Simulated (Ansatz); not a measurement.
The starting structures come from a database of crystals and need not be the phases stable at ambient conditions.

 Where the default PAW files enter, the runs use the earlier of Ansatz's two default sets.

Tunnelling through a barrier is set by its complex band structure: the current falls as exp(−2κd) with the smallest κ.

Input:

```yaml
crystal:
  lattice:
    - [3.24163, 0.00000, 0.00000]
    - [-1.62082, 2.80734, 0.00000]
    - [0.00000, 0.00000, 4.98288]
  atoms:
    - { symbol: Mg, position: [0.33333, 0.66667, 0.00216] }
    - { symbol: Mg, position: [0.66667, 0.33333, 0.50216] }
    - { symbol: O, position: [0.33333, 0.66667, 0.40244] }
    - { symbol: O, position: [0.66667, 0.33333, 0.90244] }
```

Space group of this cell: P6_3mc, wurtzite. The cell is strained (lengths across the current scaled by 0.98, ions clamped); by r2SCAN its mean pressure is 5.6 GPa.

Transport runs along the normal of the first two printed cell vectors, the (001) (indices of the unstrained crystal) plane of the conventional cell.

The gap is the functional's own. No spin-orbit coupling. Mid-gap values are interpolated on the energy grid.

**Question.** State the band gap and the smallest decay constant κ at mid-gap according to r2SCAN run with Ansatz (a program for electronic structure).

**Answer.** Gap 4.42 eV on a 12×12×6 mesh; κ = 0.326 1/Å, at the zone centre.
